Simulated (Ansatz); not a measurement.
The reference is SnO₂ in the rutile structure (space group P4_2/mnm, No. 136).

```
SnO2
1.0
    4.76919     0.00000     0.00000
    0.00000     4.76919     0.00000
    0.00000     0.00000     3.21201
Sn O
2 4
Direct
  0.00000   0.00000   0.00000
  0.50000   0.50000   0.50000
  0.30628   0.30628   0.00000
  0.80628   0.19372   0.50000
  0.19372   0.80628   0.50000
  0.69372   0.69372   0.00000
```

Computed with Ansatz (a program for electronic structure), PBEsol, PAW, cutoff 420 eV, spin-orbit coupling left out.

One thing is altered: full substitution Sn → Ir; the structure is relaxed again.

Measured lattice parameter a: SnO2 4.73735 Å (room temperature; as listed in Zenji Hiroi, Progress in Solid State Chemistry (2015)); IrO2 4.5051 Å (room temperature; as listed in Zenji Hiroi, Progress in Solid State Chemistry (2015)).

### Question
How well does PBEsol reproduce the measured shift?

### Answer
With PBEsol the lattice parameter a moves by -0.297 Å (4.769 → 4.472) against -0.232 Å measured.

Stability against distortions was not tested. No Hubbard U is applied, and correlation can decide whether such a compound is a metal. The final runs are not spin-polarised.
